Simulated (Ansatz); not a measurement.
What pressure 18 GPa does to GaCuSe2

Take GaCuSe2 in the chalcopyrite structure (space group I-42d, No. 122; a = 5.6078 Å, c = 11.0965 Å) as the base.

The change: cell and atoms relaxed at a pressure of 18 GPa.

All numbers come from r2SCAN/PAW in Ansatz (a first-principles code), no SOC, earlier PAW set. Settings: 8×8×8 k-points, 0.05 eV Fermi–Dirac smearing.

The density rises by 1.04 g/cm³ to 6.58 g/cm³ and the lattice parameter a drops by 0.312 Å (5.608 Å → 5.296 Å). The c/a ratio is still 1.979 and the enthalpy H = E + PV relative to the base's energy is +2.23 eV/atom. The band gap grows by 0.88 eV, from 0.57 eV to 1.45 eV and the gap character remains direct at Γ. The width of the top valence band goes up by 0.43 eV (0.93 eV → 1.36 eV) and the electron mass goes from 0.071 mₑ along c, 0.079 mₑ across (at Γ) to 0.13 mₑ (at Γ). The hole mass changes from 0.083 mₑ along c, 0.68 mₑ across (at Γ) to 0.15 mₑ along c, 0.46 mₑ across (at Γ) and the valence-band top at Γ (three highest levels, from the VBM) remains 0.00, -0.11, -0.11 eV.

Final structure:

```xyz
8
Lattice="-2.6478 2.6478 5.2409 2.6478 -2.6478 5.2409 2.6478 2.6478 -5.2409" Properties=species:S:1:pos:R:3 pbc="T T T"
Cu     0.0000     2.6478     2.6205
Cu     0.0000     0.0000     0.0000
Ga     2.6478     0.0000     2.6205
Ga     0.0000     0.0000     5.2409
Se     1.3239     1.2852    -1.3102
Se     1.3239     1.3626     3.9307
Se     1.3626    -1.3239     6.5512
Se     1.2852     3.9717     1.3102
```

Cost of the whole job for the changed cell (relaxation, final SCF and bands): roughly 17 core-minutes.

Load acts through the strain it causes; cell and atoms are relaxed under it. Effective masses come from finite differences of ±0.01 Å⁻¹. No phonon test of stability was made. Competing high-pressure phases were not computed. All final runs are without spin polarisation.
